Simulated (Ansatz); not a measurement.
Cubic perovskite BaZrO3

The numbers are results of r²SCAN0 (PAW; Ansatz, a quantum-chemistry and plane-wave program), not measurements.

Settings: plane-wave cutoff 520 eV, 6×6×6 k mesh, Fermi–Dirac smearing 0.01 eV, scalar-relativistic PAW data made under PBE.

Cell: measured lattice: a = b = c = 4.1910 Å, α = β = γ = 90.00°.

```
Item                                                               Value
-------------------------------------------  ---------------------------
band gap                                     5.86 eV (on the SCF k mesh)
smallest direct gap on the k points sampled                      6.13 eV
```

Measured, for comparison: band gap 5.3 eV (temperature not stated, no zero-point or thermal correction, first of three measured values (5.3, 4.86, 4.8), our sources range from 4.86 to 5.30; as tabulated in Lindman et al. (2015), arXiv:1503.06612).

Note: cell and atoms aren't relaxed at this level (pressure -1.0 GPa).

Spin–orbit coupling is not included.

Computed values are for the static lattice.
